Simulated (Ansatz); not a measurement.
A computed series for WC: point defects

Take a 16-atom supercell of WC (space group P-6m2, No. 187) at its relaxed geometry as the base.

```yaml
crystal:
  lattice:
    - [5.84370, 0.00000, -2.84710]
    - [-2.92185, 5.06079, 0.00000]
    - [1.46093, -2.53040, 5.69420]
  atoms:
    - { symbol: W, position: [0.00000, 0.00000, 0.00000] }
    - { symbol: W, position: [0.00000, 0.25000, 0.50000] }
    - { symbol: W, position: [0.00000, 0.50000, 0.00000] }
    - { symbol: W, position: [0.00000, 0.75000, 0.50000] }
    - { symbol: W, position: [0.50000, 0.12500, 0.25000] }
    - { symbol: W, position: [0.50000, 0.37500, 0.75000] }
    - { symbol: W, position: [0.50000, 0.62500, 0.25000] }
    - { symbol: W, position: [0.50000, 0.87500, 0.75000] }
    - { symbol: C, position: [0.33333, 0.37500, 0.41667] }
    - { symbol: C, position: [0.33333, 0.62500, 0.91667] }
    - { symbol: C, position: [0.33333, 0.87500, 0.41667] }
    - { symbol: C, position: [0.33333, 0.12500, 0.91667] }
    - { symbol: C, position: [0.83333, 0.50000, 0.66667] }
    - { symbol: C, position: [0.83333, 0.75000, 0.16667] }
    - { symbol: C, position: [0.83333, 0.00000, 0.66667] }
    - { symbol: C, position: [0.83333, 0.25000, 0.16667] }
```

One neutral defect a cell, atoms relaxed at fixed cell.

Computed with plane-wave PAW DFT at the PBE level (Ansatz, an electronic-structure program, 420 eV), scalar-relativistic without spin-orbit coupling.

| variant | pressure | largest displacement of a host atom from its site in the perfect cell |
|---|---|---|
| perfect supercell | 0.0 GPa | – |
| W interstitial (started 1.75 Å from the nearest host atom), symmetric start | 62.4 GPa | 0.49 Å |
| Ir on a C site | … | … |
| C vacancy, symmetric start | -2.0 GPa | 0.04 Å |
| Ge on a C site | 27.4 GPa | 0.16 Å |

**Question.** What belongs in the blanks?

**Answer.** 
- Ir on a C site, pressure: 39.3 GPa
- Ir on a C site, largest displacement of a host atom from its site in the perfect cell: 0.40 Å

The cell is small, so the values are those of an ordered compound at a high defect concentration; dilute-limit values will differ. Defects with a symmetric start kept the site's symmetry and may sit on a saddle; the others started slightly shaken. The final runs are not spin-polarised.
